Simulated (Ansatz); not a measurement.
Input and output of a self-consistent single point for Sb2O3 (Ia-3, 40 atoms in the cell) (Ansatz, a quantum-chemistry and plane-wave program).

Computed with PBEsol, default PAW files made with PBE (plane waves; Ansatz).

```xyz
40
Lattice="-5.1632 5.1632 5.1632 5.1632 -5.1632 5.1632 5.1632 5.1632 -5.1632" Properties=species:S:1:pos:R:3 pbc="T T T"
Sb     2.5816     2.5816     2.5816
Sb    -2.5816     2.5816     2.5816
Sb     2.5816     2.5816    -2.5816
Sb     2.5816    -2.5816     2.5816
Sb     4.8173     0.0000     2.5816
Sb     0.3459     0.0000     7.7448
Sb     2.5816     4.8173     0.0000
Sb     7.7448     0.3459     0.0000
Sb     0.0000     2.5816     4.8173
Sb     0.0000     7.7448     0.3459
Sb     0.3459     5.1632     2.5816
Sb     4.8173     5.1632    -2.5816
Sb     2.5816     0.3459     5.1632
Sb    -2.5816     4.8173     5.1632
Sb     5.1632     2.5816     0.3459
Sb     5.1632    -2.5816     4.8173
O      4.0325     1.5789     3.9571
O      6.2940     3.5843     3.9571
O      1.1307     1.5789     6.3694
O     -1.1307     3.5843     6.3694
O      3.9571     4.0325     1.5789
O      3.9571     6.2940     3.5843
O      6.3694     1.1307     1.5789
O      6.3694    -1.1307     3.5843
O      1.5789     3.9571     4.0325
O      3.5843     3.9571     6.2940
O      1.5789     6.3694     1.1307
O      3.5843     6.3694    -1.1307
O      1.1307     3.5843     1.2061
O     -1.1307     1.5789     1.2061
O      4.0325     3.5843    -1.2061
O      6.2940     1.5789    -1.2061
O      1.2061     1.1307     3.5843
O      1.2061    -1.1307     1.5789
O     -1.2061     4.0325     3.5843
O     -1.2061     6.2940     1.5789
O      3.5843     1.2061     1.1307
O      1.5789     1.2061    -1.1307
O      3.5843    -1.2061     4.0325
O      1.5789    -1.2061     6.2940
```

Reference input (self-consistent single point, DFT, PBEsol, plane waves, default PAW files made with PBE): basis.ecutwfc = 420 eV; kpoints.mp_grid.grid = 3 3 3; hamiltonian.xc = pbesol; hamiltonian.pseudopotentials = {kind: paw} (the program's default PAW files); scf.occupations.method = fermi_dirac; scf.occupations.width = 0.136 eV. This run's input differs from it in these lines:

Ansatz 0.2 input:
```diff
@@ -48,3 +48,3 @@
 basis:
-  ecutwfc: 420.0
+  ecutwfc: 170.0
 kpoints:
```

Output (repeated stretches shortened):

```
SCF iter   1: F=—  HF=-115217.086254 eV  |F-HF|=—  |Δ(HF+E_count)|=         —  Δρ=2.89e-1  dr2=2.39e2  ethr=1.77e-3  ⟨swp⟩=5.0  Hψ=3286  notcnv=0  defer=26
all-band conjugate gradients solve this SCF's bands
preconditioner: auto → LDOS
SCF iter   2: F=—  HF=-115123.533589 eV  |F-HF|=—  |Δ(HF+E_count)|=    9.36e1  Δρ=1.11e-1  dr2=4.99e1  ethr=1.77e-3  ⟨swp⟩=4.0  Hψ=3024  notcnv=0  defer=36
   [... lines left out ...]
SCF iter   6: F=—  HF=-115095.106155 eV  |F-HF|=—  |Δ(HF+E_count)|=   2.17e-4  Δρ=1.75e-4  dr2=2.11e-4  ethr=3.12e-7  ⟨swp⟩=3.0  Hψ=2036  notcnv=0  defer=66
SCF iter   7: F=—  HF=-115095.106158 eV  |F-HF|=—  |Δ(HF+E_count)|=   2.52e-6  Δρ=3.17e-5  dr2=9.26e-6  ethr=5.50e-8  ⟨swp⟩=2.0  Hψ=1223  notcnv=0  defer=66
SCF iter   8: F=—  HF=-115095.106606 eV  |F-HF|=—  |Δ(HF+E_count)|=   4.48e-4  Δρ=7.14e-6  dr2=2.80e-7  ethr=2.41e-9  ⟨swp⟩=2.8  Hψ=1684  notcnv=0  defer=66
SCF iter   9: F=-115095.106606 eV  HF=-115095.106606 eV  |F-HF|=7.81e-9  |Δ(HF+E_count)|=   2.22e-7  Δρ=1.75e-6  dr2=2.25e-8  ethr=2.60e-11  ⟨swp⟩=10.8  Hψ=3877  notcnv=0
SCF 1 converged in 9 iterations: F = -115095.106606 eV  dr2 = 2.25e-8
Free energy (F): -115095.106606 eV
Internal energy: -115095.005835 eV  (E = F + TS)
E sigma→0 (E₀):  -115095.056220 eV
Entropy (-TS):   -0.100771 eV (-2.519 meV/atom)
Fermi energy:    12.758126 eV
--- Forces (eV/Å), atoms counted from 1 ---
  atom   1  Sb     0.00000000    -0.00000000     0.00000000
  atom   2  Sb     0.00000000    -0.00000000    -0.00000000
  atom   3  Sb     0.00000000    -0.00000000    -0.00000000
  atom   4  Sb     0.00000000    -0.00000000     0.00000000
  atom   5  Sb     0.73548034     0.00000000     0.00000000
   [... 31 lines left out ...]
  atom  37  O     -0.85663015     0.80031918    -1.53197646
  atom  38  O      0.85663015     0.80031918     1.53197646
  atom  39  O     -0.85663015    -0.80031918     1.53197646
  atom  40  O      0.85663015    -0.80031918    -1.53197646
--- Stress (GPa, compression-positive) ---
       81.653122      -0.000000       0.000000
        0.000000      81.653122      -0.000000
       -0.000000       0.000000      81.653122
  P = ⅓ Tr σ = 81.6531 GPa (816.531 kbar)
  The stress holds the Pulay correction. Without it, at fixed plane waves, as pw.x and ABINIT print it: P = -952.3740 GPa
```

The run converged in 9 iterations. Against the reference run the free energy goes up by 21.7 eV/atom, the pressure goes from 24.28 to 81.65 GPa, the largest force goes from 0.711 to 1.929 eV/Å and the gap on the mesh goes from 0.956 to 0.760 eV.

The starting cell was generated: these elements placed on a structure prototype, without a prior relaxation; it need not be a known phase or ordering of this composition. Its lattice was rescaled by a random factor within 2.5 % of one. Spin-orbit coupling is off. Forces in this geometry exceed 1 eV/Å. Ansatz's pressure includes its estimate of the finite-basis (Pulay) stress. Without the estimate this run gives -952.37 GPa. The cutoff lies below the one recommended for these files.
